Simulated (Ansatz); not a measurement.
Take Hf in the hcp (Mg type) structure (space group P6_3/mmc, No. 194; a = 3.2041 Å, c = 5.0689 Å) as the base.

(Cell as relaxed with PBE.)

Levels (all Ansatz, an electronic-structure program, PAW, earlier PAW set): PBE (420 eV, scalar-relativistic without spin-orbit coupling); PBEsol (420 eV, without spin-orbit coupling).

Each level relaxes its own structure.

| base | PBE | PBEsol |
|---|---|---|
| volume per atom | 22.53 Å³ | 21.60 Å³ |
| lattice parameter a | 3.204 Å | 3.159 Å |
| band gap | zero | zero |

The change: every Hf is replaced by Zr; the structure is relaxed again.

| quantity | PBE | PBEsol |
|---|---|---|
| lattice parameter a | 3.232 Å | [?] |
| c/a ratio | 1.601 | [?] |

Task: What does PBEsol give?

Result: 
- lattice parameter a, PBEsol: 3.185 Å
- c/a ratio, PBEsol: 1.607

PBE's lattice parameter a lies 0.047 Å above PBEsol's (1.5 %); PBE's c/a ratio lies 0.006 below PBEsol's. Neither level is exact; PBEsol is the comparison here, not a measurement.

Whether these cells are dynamically stable was not tested. The final runs are not spin-polarised.
